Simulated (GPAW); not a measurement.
**Worked example: self-consistent single point of VCu3O4 (I-42m, 8 atoms in the cell) in GPAW**

Level of theory: LDA (Perdew-Wang 92), GPAW PAW datasets LDA (gpaw-data 1.0.1) (plane waves; GPAW).

Input as run:

```python
from ase import Atoms
from ase.units import GPa
from gpaw import GPAW, PW

atoms = Atoms(['V', 'Cu', 'Cu', 'Cu', 'O', 'O', 'O', 'O'],
              cell=[[-2.312363, 2.312363, 4.551762],
                    [2.312363, -2.312363, 4.551762],
                    [2.312363, 2.312363, -4.551762]],
              scaled_positions=[[0.000000, 0.000000, 0.000000],
                                [0.250000, 0.750000, 0.500000],
                                [0.750000, 0.250000, 0.500000],
                                [0.500000, 0.500000, 0.000000],
                                [0.111590, 0.659470, 0.000000],
                                [0.340530, 0.340530, 0.452120],
                                [0.659470, 0.111590, 0.000000],
                                [0.888410, 0.888410, 0.547880]],
              pbc=True)

calc = GPAW(mode=PW(900),
            xc='LDA',
            kpts=(5, 5, 5),
            occupations={'name': 'methfessel-paxton', 'width': 0.136, 'order': 0},
            nbands=-6,
            convergence={'forces': 0.001, 'bands': -4},
            symmetry={'symmorphic': False, 'tolerance': 0.0005},
            maxiter=150,
            txt='-')

atoms.calc = calc

energy = atoms.get_potential_energy()
print('Energy (eV):', round(energy, 6))
forces = atoms.get_forces()
print('Forces (eV/Ang):')
print(forces.round(5))
stress = atoms.get_stress()
print('Stress (GPa, Voigt):', (stress / GPa).round(4))
```

The program printed (abridged):

```
Input parameters:
  convergence: {bands: -4,
                forces: 0.001}
  kpts: [5 5 5]
  maxiter: 150
  mode: {ecut: 900.0000000000001,
         name: pw}
  nbands: -6
  occupations: {name: methfessel-paxton,
                order: 0,
                width: 0.136}
  symmetry: {symmorphic: False,
             tolerance: 0.0005}

species:
  V:
    name: Vanadium
    Z: 23.0
    valence: 13
    core: 10
    charge: 0.0
    file: V.LDA.gz

    # Using partial waves for V as LCAO basis

  Cu:
    name: Copper
    Z: 29.0
    valence: 11
    core: 18
    charge: 0.0
    file: Cu.LDA.gz

    # Using partial waves for Cu as LCAO basis

  O:
    name: Oxygen
    Z: 8.0
    valence: 6
    core: 2
    charge: 0.0
    file: O.LDA.gz

    # Using partial waves for O as LCAO basis

Reference energy: -168732.525250  # eV

Spin-paired calculation

Convergence criteria:
 Maximum [total energy] change in last 3 cyles: 0.0005 eV / valence electron
 Maximum integral of absolute [dens]ity change: 0.0001 electrons / valence electron
 Maximum integral of absolute [eigenst]ate change: 4e-08 eV^2 / valence electron
 Maximum change in the atomic [forces] across last 2 cycles: 0.001 eV/Ang OR
Maximum error relative to the maximum force is below inf
 Maximum number of scf [iter]ations: 150

Symmetries present (total): 8
Symmetries with fractional translations: 0
125 k-points: 5 x 5 x 5 Monkhorst-Pack grid
18 k-points in the irreducible part of the Brillouin zone
       k-points in crystal coordinates                weights
   0:     0.00000000    0.00000000    0.00000000          1/125
   1:     0.20000000   -0.20000000    0.00000000          4/125
   2:     0.20000000   -0.20000000    0.20000000          4/125
   [... 7 lines left out ...]
          ...
  17:     0.40000000    0.40000000    0.40000000          8/125

Wave functions: Plane wave expansion
  Cutoff energy: 900.000 eV
  Number of coefficients (min, max): 5952, 5992
  Pulay-stress correction: 0.000000 eV/Ang^3 (de/decut=0.000000)

Occupation numbers: Methfessel-Paxton:
  width: 0.1360  # eV
  order: 0

Eigensolver

Densities:
  Coarse grid: 40*40*40 grid
  Fine grid: 80*80*80 grid
  Total Charge: 0.000000

Density mixing:
  Method: separate
  Backend: pulay
  Linear mixing parameter: 0.05
  old densities: 5
  Damping of long wavelength oscillations: 50

Hamiltonian:
  XC and Coulomb potentials evaluated on a 80*80*80 grid
  External potential:
    NoExternalPotential

Number of atoms: 8
Number of atomic orbitals: 56
Number of bands in calculation: 41
Number of valence electrons: 70
Bands to converge: 37

Density initialized from atomic densities
  41 bands from LCAO basis set

Atomic positions and initial magnetic moments

Positions:
   0 V      0.000000    0.000000    0.000000    ( 0.0000,  0.0000,  0.0000)
   1 Cu     2.312363    0.000000    2.275881    ( 0.0000,  0.0000,  0.0000)
   2 Cu    -0.000000    2.312363    2.275881    ( 0.0000,  0.0000,  0.0000)
   3 Cu     0.000000    0.000000    4.551762    ( 0.0000,  0.0000,  0.0000)
   4 O      1.266897   -1.266897    3.509682    ( 0.0000,  0.0000,  0.0000)
   5 O      1.045466    1.045466    1.042080    ( 0.0000,  0.0000,  0.0000)
   6 O     -1.266897    1.266897    3.509682    ( 0.0000,  0.0000,  0.0000)
   7 O      1.266897    1.266897    5.593842    ( 0.0000,  0.0000,  0.0000)

Unit cell:
           periodic     x           y           z      points  spacing
  1. axis:    yes   -2.312363    2.312363    4.551762    40     0.1031
  2. axis:    yes    2.312363   -2.312363    4.551762    40     0.1031
  3. axis:    yes    2.312363    2.312363   -4.551762    40     0.0818

  Lengths:   5.604693   5.604693   5.604693
  Angles:  131.266456 131.266456  71.390076

Effective grid spacing dv^(1/3) = 0.1150

     iter     time        total  log10-change:
                         energy   eigst   dens  force
iter:   1 --:--:--   -65.526221   +0.75
iter:   2 --:--:--   -61.783165   -0.41  -1.13
iter:   3 --:--:--   -58.976829   -0.79  -1.17
iter:   4 --:--:--   -57.477378   -0.47  -1.28
iter:   5 --:--:--   -63.550615   -0.21  -1.44
iter:   6 --:--:--   -64.988450   -0.37  -1.38
   [... 6 lines left out ...]
iter:  13 --:--:--   -56.792474   -1.88  -2.02
iter:  14 --:--:--   -56.819887   -2.81  -2.15
iter:  15 --:--:--   -57.057847   -1.94  -2.13
iter:  16 --:--:--   -56.772616   -1.62  -2.10
iter:  17 --:--:--   -56.780894   -2.56  -2.27
iter:  18 --:--:--   -56.777914c  -2.48  -2.25
iter:  19 --:--:--   -56.751753c  -2.85  -2.34
iter:  20 --:--:--   -56.851077   -2.07  -2.43
iter:  21 --:--:--   -56.734082   -2.12  -2.44
iter:  22 --:--:--   -56.731779   -3.66  -2.74
iter:  23 --:--:--   -56.732585c  -3.67  -2.96
iter:  24 --:--:--   -56.732001c  -5.05  -3.01
iter:  25 --:--:--   -56.731568c  -4.56  -3.02
iter:  26 --:--:--   -56.732465c  -3.47  -3.06
iter:  27 --:--:--   -56.730701c  -3.89  -2.98
iter:  28 --:--:--   -56.730849c  -3.97  -3.30
iter:  29 --:--:--   -56.730622c  -4.71  -3.56
iter:  30 --:--:--   -56.730606c  -5.37  -3.57
iter:  31 --:--:--   -56.730606c  -5.29  -3.68
iter:  32 --:--:--   -56.730536c  -5.15  -3.85
iter:  33 --:--:--   -56.730571c  -5.41  -4.16c
iter:  34 --:--:--   -56.730545c  -6.02  -4.13c
iter:  35 --:--:--   -56.730540c  -6.62  -4.33c
iter:  36 --:--:--   -56.730545c  -6.94  -4.41c
iter:  37 --:--:--   -56.730542c  -7.11  -4.45c
iter:  38 --:--:--   -56.730543c  -7.67c -4.62c
iter:  39 --:--:--   -56.730542c  -8.16c -4.62c -2.36
iter:  40 --:--:--   -56.730542c  -8.26c -4.69c -3.19c

Converged after 40 iterations.

Dipole moment: (0.000000, -0.000000, 0.000000) |e|*Ang

Energy contributions relative to reference atoms: (reference = -168732.525250)

Kinetic:         +8.511788
Potential:      -22.651225
External:        +0.000000
XC:             -43.556965
Entropy (-ST):   -0.002231
Local:           +0.966976
SIC:             +0.000000
--------------------------
Free energy:    -56.731657
Extrapolated:   -56.730542

Showing only first 2 kpts
 Kpt  Band  Eigenvalues  Occupancy
  0    33      4.38369    2.00000
  0    34      4.81033    1.99169
  0    35      5.07160    0.93795
  0    36      5.57028    0.00000

  1    33      4.44651    2.00000
  1    34      4.79320    1.99515
  1    35      5.78343    0.00000
  1    36      5.91639    0.00000

Fermi level: 5.06411

Gap: 0.143 eV
Transition (v -> c):
  (s=0, k=2, n=34, [0.20, -0.20, 0.20]) -> (s=0, k=0, n=35, [0.00, 0.00, 0.00])
Direct/indirect transitions are different
Direct gap: 0.261 eV
Transition at: (s=0, k=0, n=34, [0.00, 0.00, 0.00])
Energy (eV): -56.730542

Forces in eV/Ang:
  0 V     0.00000    0.00000    0.00000
  1 Cu    0.00000   -0.00000    0.00000
  2 Cu    0.00000   -0.00000    0.00000
  3 Cu    0.00000    0.00000    0.00000
  4 O     0.54980   -0.54980    0.54597
  5 O    -0.54980   -0.54980   -0.54597
  6 O    -0.54980    0.54980    0.54597
  7 O     0.54980    0.54980   -0.54597

Stress tensor:
     0.100462     0.000000     0.000000
     0.000000     0.100462     0.000000
     0.000000     0.000000     0.098753
Stress (GPa, Voigt): [16.0958 16.0958 15.8219  0.      0.      0.    ]
```

The run converged in 40 iterations. GPAW prints stress with tension positive.

At such cutoffs GPAW's stress carries a finite-basis (Pulay) error, which enters relaxed cells too; its log prints stress with tension positive.

The starting cell comes from a database of computed structures (which also holds hypothetical and non-ambient phases and stackings), without a prior relaxation at this level. Its lattice was rescaled by a random factor within 2.5 % of one. Spin polarisation is off, so a magnetic state, if there is one, cannot be reached. The log's line on a gap gives a spacing of levels on this mesh, which the program prints for metals too.

Cost on one core of a shared machine: roughly 3 min.
